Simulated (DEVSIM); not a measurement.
Structure: TaN/Al2O3/p-Ge capacitor, at 300 K.

Layer 1 from the left is Al2O3, thickness (nm) 28.0. Layer 2 from the left is Ge, thickness (nm) 6300, Na (cm⁻³) 8.9e15.

Metal gate on the left, work function 4.4 eV. Fixed charge at the semiconductor interface -2.9e11 cm⁻² (in units of +e); interface traps 1.4e10 cm⁻² eV⁻¹, uniform in energy, neutral level at 0.7 of the gap above the valence band.

Constants are typed, rounded textbook-type inputs, not results; the design itself was drawn at random and stands for no fabricated device. Values at 300 K.

Al2O3: gap (eV) 6.8, affinity (eV) 1.35, permittivity 9. Ge: gap (eV) 0.664, affinity (eV) 4, permittivity 16, Nc (cm⁻³) 1.04e19, Nv (cm⁻³) 6e18.

Model (solved in DEVSIM): 1D Poisson equation in equilibrium, Boltzmann statistics, complete ionisation; no quantum confinement or tunnelling. Metal contacts follow the ideal Schottky-Mott rule: no Fermi-level pinning, no interface dipoles.

**Question.** What does the simulation give for the threshold voltage (band bending 2φF), the flat-band voltage, the minimum of the low-frequency capacitance?

**Answer.** threshold voltage (band bending 2φF) 0.51 V; flat-band voltage 0.07 V; minimum of the low-frequency capacitance 0.0594 μF/cm².
